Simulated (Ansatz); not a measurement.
The reference is TlBr in the rock salt structure (space group Fm-3m, No. 225; a = 6.5596 Å; a cell from a computed database, its experimental status unchecked). Axes: x, y, z lie along the cube axes.

Calculations: DFT with PBEsol, PAW potentials and a 420 eV plane-wave cutoff in Ansatz (a program for electronic structure), scalar-relativistic without spin-orbit coupling, earlier PAW set.

Modification: an isotropic linear strain of +0.67 %; the atoms relax in the strained cell.

Question: Predict the stress tensor and what it implies for the stiffness.

Answer: Stress of the strained cell less that of the base (GPa, compression positive):
```
  -0.40    0.00    0.00
   0.00   -0.40    0.00
   0.00    0.00   -0.40
```

Then B = −ΔP/(ΔV/V₀) with ΔV/V₀ = 0.0202 gives secant stiffness values (nonlinear terms included at this strain): B ≈ 20 GPa.

Whether these cells are dynamically stable was not tested. This is not the structure that TlBr has at room temperature and ambient pressure.
